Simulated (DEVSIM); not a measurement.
Device: TaN/AlN/p-Si capacitor, at 250 K.

Layer 1 from the left is AlN, thickness (nm) 12.0. Layer 2 from the left is Si, thickness (nm) 14000, Na (cm⁻³) 1.8e15.

Metal gate on the left, work function 4.4 eV. Fixed charge at the semiconductor interface 0 cm⁻² (in units of +e); no interface traps.

Constants are typed, rounded textbook-type inputs, not results; the design itself was drawn at random and stands for no fabricated device. Values at 300 K; Nc and Nv go as T^1.5, mobilities as T to minus their exponent, the gap by Varshni's rule with the affinity fixed.

AlN: gap (eV) 6.1, affinity (eV) 1.9, permittivity 8.5. Si: gap (eV) 1.124, affinity (eV) 4.05, permittivity 11.7, Nc (cm⁻³) 2.86e19, Nv (cm⁻³) 3.1e19, Varshni α (eV/K) 0.000473, Varshni β (K) 636.

Simulated with DEVSIM: 1D Poisson equation in equilibrium, Boltzmann statistics, complete ionisation; no quantum confinement or tunnelling. Metal contacts follow the ideal Schottky-Mott rule: no Fermi-level pinning, no interface dipoles.

What does the simulation give for the minimum of the low-frequency capacitance, the threshold voltage (band bending 2φF), the flat-band voltage?

minimum of the low-frequency capacitance 0.0154 μF/cm²; threshold voltage (band bending 2φF) 0.18 V; flat-band voltage -0.58 V.
